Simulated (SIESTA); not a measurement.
Band structure of Zn2Pd (Cmm2, 24 atoms in the cell).

```
Zn2Pd
1.0
    3.67250    -3.74612     0.00000
    3.67250     3.74612     0.00000
    0.00000     0.00000    12.24748
Zn Pd
16 8
Direct
  0.72312   0.27688   0.99448
  0.27688   0.72312   0.99448
  0.50000   0.00000   0.83305
  0.00000   0.50000   0.83305
  0.00000   0.50000   0.16688
  0.50000   0.00000   0.16688
  0.00000   0.00000   0.83410
  0.00000   0.00000   0.17058
  0.72347   0.72347   0.33305
  0.27653   0.27653   0.33305
  0.28204   0.28204   0.66963
  0.71796   0.71796   0.66963
  0.00000   0.00000   0.49759
  0.50000   0.00000   0.49984
  0.00000   0.50000   0.49984
  0.50000   0.50000   0.16408
  0.78670   0.21330   0.66184
  0.21330   0.78670   0.66184
  0.77551   0.22449   0.33409
  0.22449   0.77551   0.33409
  0.50000   0.50000   0.50191
  0.50000   0.50000   0.83179
  0.77963   0.77963   0.00712
  0.22037   0.22037   0.00712
```

Method: GGA PBEsol, numerical atomic orbitals DZP, PseudoDojo PBEsol standard norm-conserving potentials (rewritten from UPF to PSML) (SIESTA).

Settings: XC.functional = GGA; XC.authors = PBEsol; potentials = PseudoDojo PBEsol standard; PAO.BasisSize = DZP; PAO.EnergyShift = 0.01 Ry; MeshCutoff = 300 Ry; kgrid.MonkhorstPack = 3 3 2; OccupationFunction = FD; ElectronicTemperature = 0.1 eV; MaxSCFIterations = 150; SCF.Mixer.Method = Broyden; SCF.Mixer.Weight = 0.2; SCF.Mixer.History = 8; SCF.DM.Tolerance = 1.0E-05.

The starting cell comes from a database of computed structures (which also holds hypothetical and non-ambient phases and stackings), without a prior relaxation at this level. Spin polarisation is off. Values carry the incompleteness of an atom-centred basis.

Levels in eV from the Fermi level, bands 229 to 234:
```tsv
point	229	230	231	232	233	234
Γ	-1.20	-1.19	-0.94	-0.75	-0.72	-0.69
X	-1.19	-1.02	-0.99	-0.76	0.31	0.40
S	-0.44	-0.25	0.00	0.35	0.36	0.47
R	-0.34	0.05	0.17	0.30	0.32	0.49
A	-1.59	-1.14	-1.09	-0.97	1.23	1.45
Z	-1.25	-1.00	-0.93	-0.89	-0.84	-0.75
Y	-1.19	-1.02	-0.99	-0.76	0.30	0.39
X1	-1.19	-1.02	-0.99	-0.76	0.31	0.40
A1	-1.59	-1.14	-1.09	-0.97	1.23	1.45
T	-1.61	-1.14	-1.09	-0.97	1.24	1.45
```

Bands cross the Fermi level along this path, so the cell is metallic at this level.

Higher empty bands are left out: an atom-centred basis made for the valence describes them poorly.
